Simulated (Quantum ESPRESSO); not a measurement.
**Equation of state of antifluorite Be2C (space group 225): energy against volume (Quantum ESPRESSO, PBE)**

```yaml
crystal:
  lattice:
    - [0.00000, 2.13142, 2.13142]
    - [2.13142, 0.00000, 2.13142]
    - [2.13142, 2.13142, 0.00000]
  atoms:
    - { symbol: Be, position: [0.25000, 0.25000, 0.25000] }
    - { symbol: Be, position: [0.75000, 0.75000, 0.75000] }
    - { symbol: C, position: [0.00000, 0.00000, 0.00000] }
```

Level of theory: PBE, PSlibrary PAW (PBE) pseudopotentials (plane waves; Quantum ESPRESSO). Settings: ecutwfc = 58 Ry; ecutrho = 464 Ry; occupations = smearing; smearing = fd; degauss = 0.000734986 Ry; potentials = {Be: Be.pbe-n-kjpaw_psl.1.0.0.UPF, C: C.pbe-n-kjpaw_psl.1.0.0.UPF}; K_POINTS = automatic 13 13 13 0 0 0; conv_thr = 1e-10 Ry; mixing_beta = 0.5. The cell above is the first row's. The rows scale it uniformly. In all rows fractional positions and the k mesh are held. E is the free energy at the stated smearing, counted from the lowest row.

| V (Å^3/atom) | E (meV/atom) |
|---|---|
| 6.4553 | 7.98 |
| 6.5956 | 1.95 |
| 6.7359 | 0.00 |
| 6.8763 | 1.76 |
| 7.0166 | 6.89 |
| 7.1569 | 15.10 |
| 7.2972 | 26.10 |
| 7.4376 | 39.66 |
| 7.5779 | ? |

The 8 complete rows are fitted with the third-order Birch-Murnaghan form, a cubic in V^(-2/3), E against V. With u = V^(-2/3) - 0.275, the rows have u = 0.013440, 0.009335, 0.005373, 0.001544, -0.002155, -0.005733, -0.009195, -0.012551. Least squares gives E = 3.489 - 1311.91·u + 123826·u² - 100764·u³. Residuals (row less fit): 0.001, -0.001, 0.001, 0.002, -0.002, 0.001, 0.000, 0.000; standard error 0.002 (degrees of freedom: 4). Its minimum lies at u = 0.005332, so V0 = (0.280332)^(-3/2) = 6.737. There d²E/du² = 244400 and d³E/du³ = -604600, so B0 = (4/9) × 6.737^(-7/3) × 244400 × 0.160218 = 203 GPa (the last factor turns the table's units into GPa), and B0' = 4 + (2/3) × 0.280332 × (-604600)/244400 = 3.5. The program's pressures in the fitted runs (not shown) pass through zero at V = 6.73, 0.05 % from this V0.

### Question
Predict the withheld E at V = 7.5779 from the fit, and compare with the calculation.

### Answer
u = -0.015801, so E = 3.489 - 1311.91 × (-0.015801) + 123826 × (-0.015801)² - 100764 × (-0.015801)³ = 55.532 meV/atom. The calculation gives 55.55 meV/atom, 0.018 meV/atom above the prediction (under 0.05 % of the range of E in the table). The row lies outside the fitted rows, so this is an extrapolation.

Carrying the step between the two nearest rows on in a straight line would have given 53.21, off by 2.34; series whose last step already gives the withheld value aren't shown. The scan was laid around a cell of about the measured size, scaled by a guess for this functional. The runs keep the symmetry of the cell, so they don't test it for distortions. Cutoffs and mesh are single choices, not tested for convergence of this quantity. Series with a scatter that would blur these digits, or in which a gap closes, are not shown. Nor are scans whose minimum lies at an end fitted in this form.
